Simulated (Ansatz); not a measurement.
The reference is BN in the zinc blende structure (space group F-43m, No. 216; a = 3.581 Å). Axes: x, y, z lie along the cube axes.

The values are results of LDA in Ansatz (plane waves to 420 eV, PAW, no SOC), not measurements.

Strains are applied to the cell and any free atomic positions relax; under biaxial strain the out-of-plane vector relaxes too.

One change was made to it. Results:

```json
[
 {"quantity": "pressure (mean of the normal stresses, compression positive)", "base": "-0.01 GPa", "after": "16.87 GPa"},
 {"quantity": "energy relative to the base (free energy F)", "base": "0 meV/atom", "after": "+18 meV/atom"},
 {"quantity": "band gap", "base": "4.39 eV", "after": "4.35 eV"}
]
```

Q: What was done to the base?
A) biaxial strain −0.83 %, plane normal [111], relaxed out of plane
B) biaxial strain −2.08 %, plane normal [111], relaxed out of plane
C) biaxial strain −1.25 %, plane normal [111], relaxed out of plane
D) biaxial strain +2.50 %, plane normal [111], relaxed out of plane

A: B, biaxial strain −2.08 %, plane normal [111], relaxed out of plane. For comparison, the energy relative to the base in the other runs: biaxial strain +2.50 %, plane normal [111], relaxed out of plane gives +23 meV/atom; biaxial strain −0.83 %, plane normal [111], relaxed out of plane gives +2.8 meV/atom; biaxial strain −1.25 %, plane normal [111], relaxed out of plane gives +6.4 meV/atom.

Stability against distortions was not tested.

Ansatz is a first-principles code.
